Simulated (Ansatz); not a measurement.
# A self-consistent single point of a (001) slab of Mg (cut from a parent of space group no. 194; 4 atoms in the cell) with Ansatz

Method: LDA (PW92), default PAW files made with PBE (plane waves; Ansatz, a first-principles code).

The input file:

Ansatz 0.2 input:
```yaml
# Mg
crystal:
  lattice:
    - [3.20037000, 0.00000000, 0.00000000]
    - [-1.60018500, 2.77160200, 0.00000000]
    - [0.00000000, 0.00000000, 21.79159700]
  atoms:
    - { symbol: Mg, position: [0.66666700, 0.33333300, 0.44040800] }
    - { symbol: Mg, position: [0.33333300, 0.66666700, 0.32122500] }
    - { symbol: Mg, position: [0.66666700, 0.33333300, 0.67877500] }
    - { symbol: Mg, position: [0.33333300, 0.66666700, 0.55959200] }
basis:
  ecutwfc: 420.0
kpoints:
  mp_grid: { grid: [11, 11, 1] }
hamiltonian:
  xc: lda
  pseudopotentials: { kind: paw }
scf:
  occupations: { method: fermi_dirac, width: 0.1 }
output:
  forces: true
  eigenvalues: true
  stress: true
```

Output, abridged:

```
WARN the atoms were moved onto the symmetric positions of the space group found under crystal.symmetry.tolerance 1.0e-5 (fractional …
WARN ansatz: RAYON_NUM_THREADS=1 ignored (pool sized by the plan → 1); use --threads N
Pseudopotentials: kind: paw
Pseudopotential: Mg, paw, valence charge 10
Crystal: 4 atoms, lattice volume = 193.295 Å³
Basis set: ecut = 420 eV, 3817 PW (Γ)
Bands: 24, of which v1, the nominal top of the filled ones, is band 20 counted from 1 (19 counted from 0)
Symmetry: 12 space group operations
Space group: P-3m1 (ITA 164), of the structure as read, at distance tolerance 5.8e-5 Å
k-points: 16 of 121
PAW frozen core: Mg, regenerated for the run's functional, and the local potential with it
Initial density: superposition of atomic densities (neutral atoms: chi_scale 0, normalization atom), corrected by the library's trained network
Initial wavefunctions: pseudopotential atomic-orbital guess
Eigensolver: davidson
Functional: x = slater, c = lda
SCF iter   1: F=—  HF=-7605.702375 eV  |F-HF|=—  |Δ(HF+E_count)|=         —  Δρ=4.21e-3  dr2=2.32e-2  ethr=1.77e-3  ⟨swp⟩=7.9  Hψ=1885  notcnv=0
all-band conjugate gradients solve this SCF's bands
preconditioner: auto → LDOS
SCF iter   2: F=—  HF=-7605.692622 eV  |F-HF|=—  |Δ(HF+E_count)|=   9.75e-3  Δρ=2.21e-3  dr2=4.36e-3  ethr=5.80e-5  ⟨swp⟩=2.0  Hψ=896  notcnv=0
SCF iter   3: F=—  HF=-7605.687415 eV  |F-HF|=—  |Δ(HF+E_count)|=   5.21e-3  Δρ=2.91e-4  dr2=2.35e-4  ethr=1.09e-5  ⟨swp⟩=2.0  Hψ=712  notcnv=0
SCF iter   4: F=—  HF=-7605.687402 eV  |F-HF|=—  |Δ(HF+E_count)|=   1.36e-5  Δρ=4.46e-5  dr2=1.24e-5  ethr=5.86e-7  ⟨swp⟩=2.6  Hψ=525  notcnv=0
SCF iter   5: F=—  HF=-7605.687378 eV  |F-HF|=—  |Δ(HF+E_count)|=   2.33e-5  Δρ=7.81e-6  dr2=3.19e-7  ethr=3.09e-8  ⟨swp⟩=1.8  Hψ=408  notcnv=0
SCF iter   6: F=-7605.687378 eV  HF=-7605.687378 eV  |F-HF|=2.30e-9  |Δ(HF+E_count)|=   2.76e-8  Δρ=1.69e-6  dr2=1.10e-8  ethr=2.50e-10  ⟨swp⟩=7.2  Hψ=1535  notcnv=0
SCF 1 converged in 6 iterations: F = -7605.687378 eV  dr2 = 1.10e-8
SCF converged after 6 iterations
Free energy (F): -7605.687378 eV
Harris-Foulkes:  -7605.687378 eV  (|F-HF|=2.30e-9)
Internal energy: -7605.617768 eV  (E = F + TS)
E sigma→0 (E₀):  -7605.652573 eV
Entropy (-TS):   -0.069610 eV (-17.402 meV/atom)
Fermi energy:    0.623416 eV
--- Per-component energies (eV) ---
  E_band       = -1625.755499
  E_kinetic    = 299.123970
  E_local      = -23454.080015  (includes V_loc(G=0)·N_el)
  E_nonlocal   = 386.816959
  E_hartree    = 10701.955871
  E_xc         = -111.160764
  E_vxc        = -144.495459  (∫ρ·V_xc dr)
  E_paw        = -1086.145138  (= ΣΔE_a)
  E_vpaw       = -117.032601  (= ΣTr[D̂ρ^β])
  E_aug_tail   = -0.000001  (compensation charges beyond the density's cutoff)
  E_ewald      = 5657.269433
  E_core_change = 0.601917  (= ΣΔE_core)
  E_smearing   = -0.069610  (= −TS)
  E_closure    = -0.000000  (closes the sum)
  Σ components = -7605.687378   (vs F -7605.687378, Δ=0.00e0)
--- Forces (eV/Å), atoms counted from 1 ---
  atom   1  Mg     0.00000000     0.00000000     0.03976724
  atom   2  Mg     0.00000000    -0.00000000     0.08994102
  atom   3  Mg    -0.00000000     0.00000000    -0.08994102
  atom   4  Mg     0.00000000    -0.00000000    -0.03976724
  max |Σ_I F_I| component: 6.94e-18 eV/Å
--- Stress (GPa, compression-positive) ---
       -1.725129      -0.000000      -0.000000
       -0.000000      -1.725129       0.000000
        0.000000       0.000000      -0.666529
  P = ⅓ Tr σ = -1.3723 GPa (-13.723 kbar)
  The stress holds the Pulay correction. Without it, at fixed plane waves, as pw.x and ABINIT print it: P = -1.3737 GPa
--- Band table (eV; the first three rows and the last of 16) ---
  k-point 0: bands = ["-74.8781", "-74.8781", "-74.6520", "-74.6504", "-42.3300", "-42.3300", "-42.2788", "-42.2788", "-42.2788", "-42.2788", "-42.0902", "-42.0739", "-42.0645", "-42.0645", "-42.0620", "-42.0620", "-5.9530", "-5.1655", "-3.8681", [...]
  k-point 1: bands = ["-74.8780", "-74.8780", "-74.6518", "-74.6503", "-42.3298", "-42.3298", "-42.2806", "-42.2806", "-42.2792", "-42.2792", "-42.0898", "-42.0742", "-42.0661", "-42.0650", "-42.0638", "-42.0624", "-5.7909", "-5.0044", "-3.7085", [...]
  k-point 2: bands = ["-74.8775", "-74.8775", "-74.6513", "-74.6500", "-42.3291", "-42.3291", "-42.2856", "-42.2856", "-42.2805", "-42.2805", "-42.0886", "-42.0756", "-42.0701", "-42.0687", "-42.0664", "-42.0635", "-5.3064", "-4.5231", "-3.2315", [...]
  k-point 15: bands = ["-74.8760", "-74.8760", "-74.6491", "-74.6490", "-42.3267", "-42.3267", "-42.2973", "-42.2973", "-42.2928", "-42.2928", "-42.0851", "-42.0848", "-42.0808", "-42.0775", "-42.0744", "-42.0743", "-0.1684", "-0.1626", "0.5400", [...]
```

The run converged in 6 iterations.

The starting cell has typed, rounded lattice constants, without a prior relaxation at this level. The slab is cut from that crystal, and its faces are unrelaxed. Its lattice was rescaled by up to half a per cent.
